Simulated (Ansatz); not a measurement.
**ZrC (model structure, started from the NbAs type, I4₁md, No. 109, 4 atoms in the cell): properties by level of theory**

| level (code) | lattice constant a (Å) | lattice parameter c (Å) |
|---|---|---|
| LDA (Ansatz) | (withheld) | 11.348 |
| PBE (Ansatz) | 3.061 | 11.524 |
| PBEsol (Ansatz) | 3.032 | 11.425 |
| PBE-D3(BJ) (Ansatz) | (withheld) | 11.425 |
| r²SCAN (Ansatz) | 3.061 | 11.489 |
| r²SCAN+rVV10 (Ansatz) | 3.055 | 11.466 |

Task: Complete the blanks.

Result: 
- LDA (Ansatz, a quantum-chemistry and plane-wave program), lattice constant a (Å): 3.012
- PBE-D3(BJ) (Ansatz), lattice constant a (Å): 3.036

Ansatz's density-functional and Hartree–Fock values are scalar-relativistic unless marked +SOC, with PAW data made under PBE.

Static lattice: no zero-point or thermal effects.

A model structure was made by putting elements into a prototype or built by hand; it is no filed structure, need not be a known phase, and can be a saddle point held by its symmetry.
